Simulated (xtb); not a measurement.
xtb 6.7.1, GFN2-xTB: Ti(OiPr)3(amdMe) (CC1[N](C)[Ti]([O]C(C)C)([O]C(C)C)([O]C(C)C)<-[N]=1C), 49 atoms. The geometry is a generated start, not checked to be a minimum at this level.

```yaml
method: GFN2-xTB
"--acc": 1 (default)
"--etemp (K)": 300 (default)
detailed input (--input): "none: ANC optimiser, Lindh (1995) Hessian, microcycle=20, maxdispl=1.0, hlow=0.01 (default)"
basis_functions: 112
valence_electrons: 114
```

Charge 0 and multiplicity 1 are set for this test and not shown to be the ground state.

The structure is relaxed from this start with --opt LEVEL for the levels crude, sloppy, loose, lax, normal, tight, vtight, extreme, once each. Up to the end of the extreme run atoms move by at most 1.3 Å along an axis.

What is the loosest level that ends within 5 meV of the extreme run, and how many cycles does it take?

normal: 36 cycles against 105, ending 3.3 meV above.

```csv
level,cycles,energy above the extreme run (meV),gradient norm (eV/Å)
crude,1,35,0.17
sloppy,1,35,0.17
loose,1,35,0.17
lax,19,9.7,0.12
normal,36,3.3,0.026
tight,71,0.35,0.014
vtight,95,0.018,0.0031
extreme,105,—,0.0024
```
